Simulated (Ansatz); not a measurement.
For TiSi (model structure, started from the NbAs type, I4₁md, No. 109, 4 atoms in the cell), LDA in Ansatz (plane waves, PAW) gives:

* **lattice parameter a**: 2.669 Å
* **lattice parameter c**: 16.482 Å
* **bulk modulus**: 128 GPa
* **cohesive energy**: 6.26 eV/atom

Task: What does r²SCAN (plane waves, PAW; Ansatz, a first-principles code) give for the same quantities?

Result: 
- lattice constant a: 2.732 Å (increases by 2.4 %)
- lattice parameter c: 16.570 Å (increases by 0.5 %)
- bulk modulus: 116 GPa (decreases by 9.4 %)
- cohesive energy: 4.96 eV/atom (drops by 1.30 eV/atom)

Changes are worked out from the printed values.

Unless a cell is named, each level is at its own relaxed cell (LDA 14.67, r²SCAN 15.46 Å³/atom).

The crystal itself was run without spin with LDA, r²SCAN; a magnetic state was not tried in these runs.

Caveats: the bulk modulus is −V dP/dV from two relaxed cells at ±2 % in volume (LDA, r²SCAN). Ansatz's density-functional and Hartree–Fock values are scalar-relativistic unless marked +SOC, with PAW data made under PBE.

A model structure was made by putting elements into a prototype or built by hand; it is no filed structure, need not be a known phase, and can be a saddle point held by its symmetry.
